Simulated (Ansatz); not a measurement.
An Ansatz (a program for electronic structure) input (PBEsol (Ansatz, PAW, no spin-orbit coupling), earlier PAW set):

Ansatz 0.2 input:
```yaml
crystal:
  lattice:
    - [3.3043036497, 0, 0]
    - [-1.6521518249, 2.8616109025, 0]
    - [0, 0, 2.9648731544]
  atoms:
    - { symbol: Re, position: [0, 0, 0] }
    - { symbol: P, position: [0.3333333333, 0.6666666667, 0.5] }
basis: { ecutwfc: 420, ecutrho_ratio: 4, xc_grid: 2, fft_grid_basis: typed }
kpoints: { mp_grid: { grid: [16, 16, 16] } }
hamiltonian:
  xc: pbesol
  dispersion: none
  pseudopotentials: { azcp: { folder: ./paw }, kind: paw }
scf: { occupations: { method: fermi_dirac, width: 0.05 }, convergence: { dr2_threshold: 0.0000000002 } }
output: { forces: true, stress: true }
checkpoint: { write: state.ck, write_every: 1000 }
```

Q: Which symmetry and how many k-points will the program report, and about how many plane waves at Γ?

A: Space group P-6m2 (ITA 187) with 12 operations, k-points 270 of 4096, and 573 plane waves at Γ.

Whether these cells are dynamically stable was not tested. The final runs are not spin-polarised. The cell was made from MoP by this change: Mo → Re; the result is a hypothetical phase, not in the database extracts checked.
